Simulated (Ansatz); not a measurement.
# CdTe: pressure series

The reference is CdTe in the zinc blende structure (space group F-43m, No. 216; a = 6.618 Å).

Cell and atoms are relaxed at each pressure.

The values are results of PBE (Ansatz, a first-principles code), spin-orbit coupling left out, not measurements.

| pressure (GPa) | volume per atom (Å³/atom) |
|---|---|
| -1 | 37.379 |
| 0 | 36.232 |
| 0.9 | 35.384 |
| 2.1 | 34.376 |
| 4.5 | 32.771 |
| 9 | ? |
| 15 | 28.488 |
| 22.5 | 26.641 |
| 30 | 25.254 |

Fit the third-order Birch–Murnaghan form P(V) = (3B₀/2)[(V₀/V)^(7/3) − (V₀/V)^(5/3)]·[1 + (3/4)(B₀′ − 4)((V₀/V)^(2/3) − 1)] (squares taken in P) to the rows shown and predict the withheld row.

Least squares on the printed values gives V₀ = 36.242 Å³/atom, B₀ = 35.3 GPa, B₀′ = 4.7; this predicts 30.557 Å³/atom, and the run gives 30.554 Å³/atom, 0.003 lower.

Measured bulk modulus of CdTe: 43.7 GPa (room temperature; as listed in Elmahjoubi et al., arXiv (2023)); the computed value is for a static lattice, so the two differ by thermal effects too.

Load acts through the strain it causes; cell and atoms are relaxed under it. No phonon test of stability was made. Measured, CdTe leaves this structure (for cinnabar) near 3.53 GPa (temperature not stated; as listed in Datta, Sujoy, Jana, Debnarayan, arXiv (2020)), on rising pressure, with hysteresis.
